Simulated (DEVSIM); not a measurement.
Structure: W/SiO2/p-Si capacitor, at 350 K.

Layer 1 from the left is SiO2, thickness (nm) 36.0. Layer 2 from the left is Si, thickness (nm) 4400, Na (cm⁻³) 1.7e16.

Metal gate on the left, work function 4.6 eV. Fixed charge at the semiconductor interface 0 cm⁻² (in units of +e); no interface traps.

Constants are typed, rounded textbook-type inputs, not results; the design itself was drawn at random and stands for no fabricated device. Values at 300 K; Nc and Nv go as T^1.5, mobilities as T to minus their exponent, the gap by Varshni's rule with the affinity fixed.

SiO2: gap (eV) 9, affinity (eV) 0.9, permittivity 3.9. Si: gap (eV) 1.124, affinity (eV) 4.05, permittivity 11.7, Nc (cm⁻³) 2.86e19, Nv (cm⁻³) 3.1e19, Varshni α (eV/K) 0.000473, Varshni β (K) 636.

Simulated with DEVSIM: 1D Poisson equation in equilibrium, Boltzmann statistics, complete ionisation; no quantum confinement or tunnelling. Metal contacts follow the ideal Schottky-Mott rule: no Fermi-level pinning, no interface dipoles.

### Question
What does the simulation give for the flat-band voltage, the minimum of the low-frequency capacitance?

### Answer
flat-band voltage -0.33 V; minimum of the low-frequency capacitance 0.0347 μF/cm².
